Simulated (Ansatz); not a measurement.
## CdSiP2: pressure 18 GPa

Consider CdSiP₂ in the chalcopyrite structure (space group I-42d, No. 122; a = 5.644 Å, c = 10.500 Å).

Now apply this change: a hydrostatic pressure of 18 GPa.

Computed with DFT with PBEsol, PAW potentials and a 420 eV plane-wave cutoff in Ansatz (a quantum-chemistry and plane-wave program), no spin-orbit coupling. k-mesh 8×8×8 (Γ-centred); smearing 0.05 eV (Fermi–Dirac).

| quantity | base | changed | shift |
|---|---|---|---|
| volume per atom | 20.91 Å³ | 17.91 Å³ | -3.00 Å³ |
| lattice parameter a | 5.644 Å | 5.407 Å | -0.237 Å |
| c/a ratio | 1.860 | 1.813 | -0.0476 |
| shortest interatomic distance | 2.255 Å | 2.150 Å | -0.105 Å |
| enthalpy H = E + PV relative to the base's energy | – | +2.16 eV/atom | – |
| band gap | 1.24 eV | 0.72 eV | -0.52 eV |
| gap character | direct at Γ | direct at Γ | – |
| width of the top valence band | 0.91 eV | 1.34 eV | +0.424 eV |
| electron mass | 0.72 mₑ along c, 0.27 mₑ across (at Γ) | 0.72 mₑ along c, 0.24 mₑ across (at Γ) | – |
| hole mass | 0.14 mₑ along c, 0.42 mₑ across (at Γ) | 0.21 mₑ along c, 0.34 mₑ across (at Γ) | – |
| valence-band top at Γ (three highest levels, from the VBM) | 0.00, -0.25, -0.25 eV | 0.00, -0.37, -0.37 eV | – |

Cost of the whole job for the changed cell (relaxation, final SCF and bands): very roughly 3 core-minutes.

Load acts through the strain it causes; cell and atoms are relaxed under it. Effective masses come from finite differences of ±0.01 Å⁻¹. Stability against distortions was not tested. No other phases were tried under pressure.
